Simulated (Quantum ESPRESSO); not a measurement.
A short convergence ladder for Fe₃Si (I4mm, 4 atoms in the cell)

```yaml
crystal:
  lattice:
    - [0.00000, 2.79963, 2.79963]
    - [2.79963, 0.00000, 2.79963]
    - [2.79963, 2.79963, 0.00000]
  atoms:
    - { symbol: Fe, position: [0.75000, 0.75000, 0.75000], spin: 4.0 }
    - { symbol: Fe, position: [0.25000, 0.25000, 0.25000], spin: 4.0 }
    - { symbol: Fe, position: [0.50893, 0.50893, 0.49107], spin: 4.0 }
    - { symbol: Si, position: [0.00000, 0.00000, 0.00000] }
```
(The spins are starting values, not results.)

Base method: PBEsol, PSlibrary ultrasoft (PBE) pseudopotentials (plane waves; Quantum ESPRESSO).

Base settings: ecutwfc = 55 Ry; ecutrho = 330 Ry; occupations = smearing; smearing = gaussian; degauss = 0.0073499 Ry; nspin = 2; input_dft = pbesol; potentials = {Fe: Fe.pbe-n-rrkjus_psl.1.0.0.UPF, Si: Si.pbe-n-rrkjus_psl.1.0.0.UPF}; K_POINTS = automatic 5 5 5 0 0 0; conv_thr = 1e-10 Ry.

The count of work is k-points × plane waves × bands × iterations; it is no time. 

**The k-point mesh**

Only quantities that move along the ladder and can be compared are tabulated.

The magnetic state is not the same in all runs (site moments differ, or a search went on to a lower state), so steps between rows are not convergence errors alone.

| K_POINTS | free energy less the last step's (meV/atom) | pressure (GPa) | largest difference of a force vector from the last step's (eV/Å) | net moment (μB/atom) | count of work / last |
|---|---|---|---|---|---|
| automatic 2 2 2 0 0 0 | -4.06 | -2.35 | 0.230 | 1.625 | 0.051 |
| automatic 4 4 4 0 0 0 | -3.12 | -10.53 | 0.016 | 1.070 | 0.47 |
| automatic 5 5 5 0 0 0 | 3.09 | -7.47 | 0.001 | 1.270 | 0.34 |
| automatic 9 9 9 0 0 0 | 0.00 | -7.84 | 0.000 | 1.252 | 1.0 |

Coarsest K_POINTS that holds the free energy within 2 meV/atom: not settled: the last two steps still differ by 3.1 meV/atom, over half the tolerance, so the ladder does not show it.

Coarsest K_POINTS that holds the forces within 0.005 eV/Å of the last step, with all finer ones: automatic 5 5 5 0 0 0, at 0.34 of the last step's count of work; the step before is off by 0.016 eV/Å.

Coarsest K_POINTS that holds the pressure within 1 GPa of the last step, with all finer ones: automatic 5 5 5 0 0 0, at 0.34 of the last step's count of work; the step before is off by 2.7 GPa.

On the base run: the starting cell comes from a database of computed structures (which also holds hypothetical and non-ambient phases and stackings), without a prior relaxation at this level. Its lattice was rescaled by up to half a per cent. One atom was moved a little off its site on purpose. The magnetic order is the one reached from the typed start; others were not searched systematically. In the base run, with a pressure of about -7 GPa the cell is away from its equilibrium volume at this level.
